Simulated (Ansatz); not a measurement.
Ansatz (a program for electronic structure) run on SrZn (Pnma, 8 atoms in the cell): self-consistent single point.

Method: PBEsol, PAW files made with PBE (plane waves; Ansatz).

```
SrZn
1.0
    8.88339     0.00000     0.00000
    0.00000     4.54911     0.00000
    0.00000     0.00000     6.23291
Sr Zn
4 4
Direct
  0.67838   0.25000   0.39230
  0.32162   0.75000   0.60770
  0.82162   0.75000   0.89230
  0.17838   0.25000   0.10770
  0.52382   0.25000   0.91107
  0.47618   0.75000   0.08893
  0.97618   0.75000   0.41107
  0.02382   0.25000   0.58893
```

Reference input (self-consistent single point, DFT, PBEsol, plane waves, PAW files made with PBE): basis.ecutwfc = 420 eV; kpoints.mp_grid.grid = 3 6 5; hamiltonian.xc = pbesol; hamiltonian.pseudopotentials = {kind: paw} (the program's default PAW files); scf.occupations.method = gaussian; scf.occupations.width = 0.2 eV. This run's input differs from it in these lines:

Ansatz 0.2 input:
```diff
@@ -18,3 +18,3 @@
 kpoints:
-  mp_grid: { grid: [3, 6, 5] }
+  mp_grid: { grid: [3, 5, 4] }
 hamiltonian:
@@ -23,3 +23,3 @@
 scf:
-  occupations: { method: gaussian, width: 0.2 eV }
+  occupations: { method: gaussian, width: 0.03 eV }
 output:
```

Log, with long lists cut:

```
SCF iter   1: F=—  HF=-27098.557736 eV  |F-HF|=—  |Δ(HF+E_count)|=         —  Δρ=9.18e-2  dr2=2.01e1  ethr=3.10e-3  ⟨swp⟩=15.4  Hψ=5843  notcnv=0
all-band conjugate gradients solve this SCF's bands
preconditioner: auto → Kerker (q_TF=auto, 2.290 Å⁻¹)
SCF iter   2: F=—  HF=-27095.161823 eV  |F-HF|=—  |Δ(HF+E_count)|=    3.40e0  Δρ=3.82e-2  dr2=1.80e0  ethr=3.10e-3  ⟨swp⟩=3.7  Hψ=2388  notcnv=0  defer=42
   [... lines left out ...]
SCF iter   6: F=—  HF=-27093.877321 eV  |F-HF|=—  |Δ(HF+E_count)|=   2.15e-3  Δρ=1.28e-4  dr2=5.89e-5  ethr=1.58e-5  ⟨swp⟩=2.3  Hψ=1594  notcnv=0  defer=41
SCF iter   7: F=—  HF=-27093.877354 eV  |F-HF|=—  |Δ(HF+E_count)|=   3.33e-5  Δρ=2.25e-4  dr2=8.50e-5  ethr=6.70e-8  ⟨swp⟩=2.6  Hψ=1797  notcnv=0  defer=41
SCF iter   8: F=—  HF=-27093.877332 eV  |F-HF|=—  |Δ(HF+E_count)|=   2.18e-5  Δρ=4.00e-5  dr2=2.70e-6  ethr=6.70e-8  ⟨swp⟩=2.0  Hψ=1409  notcnv=0  defer=41
SCF iter   9: F=-27093.877332 eV  HF=-27093.877332 eV  |F-HF|=4.62e-8  |Δ(HF+E_count)|=   6.66e-7  Δρ=5.86e-6  dr2=5.71e-8  ethr=1.14e-10  ⟨swp⟩=17.1  Hψ=6221  notcnv=0
SCF 1 converged in 9 iterations: F = -27093.877332 eV  dr2 = 5.71e-8
Free energy (F): -27093.877332 eV
Internal energy: -27093.874285 eV  (E = F + TS)
E sigma→0 (E₀):  -27093.875808 eV
Entropy (-TS):   -0.003047 eV (-0.381 meV/atom)
Fermi energy:    6.913366 eV
--- Forces (eV/Å), atoms counted from 1 ---
  atom   1  Sr     0.00238089     0.00000000     0.01969036
  atom   2  Sr    -0.00238089     0.00000000    -0.01969036
  atom   3  Sr    -0.00238089     0.00000000     0.01969036
  atom   4  Sr     0.00238089     0.00000000    -0.01969036
  atom   5  Zn     0.02887706     0.00000000    -0.10925489
  atom   6  Zn    -0.02887706     0.00000000     0.10925489
  atom   7  Zn    -0.02887706     0.00000000    -0.10925489
  atom   8  Zn     0.02887706     0.00000000     0.10925489
--- Stress (GPa, compression-positive) ---
       -1.133306       0.000000       0.000000
        0.000000      -1.599366       0.000000
        0.000000       0.000000      -0.506063
  P = ⅓ Tr σ = -1.0796 GPa (-10.796 kbar)
  The stress holds the Pulay correction. Without it, at fixed plane waves, as pw.x and ABINIT print it: P = -1.1048 GPa
```

The run converged in 9 iterations. Against the reference run the free energy rises by 8.2 meV/atom, the pressure moves little (-1.12 to -1.08 GPa) and the largest force goes from 0.035 to 0.113 eV/Å.

The starting cell comes from a database of computed structures (which also holds hypothetical and non-ambient phases and stackings), without a prior relaxation at this level. Ansatz's pressure includes its estimate of the finite-basis (Pulay) stress.
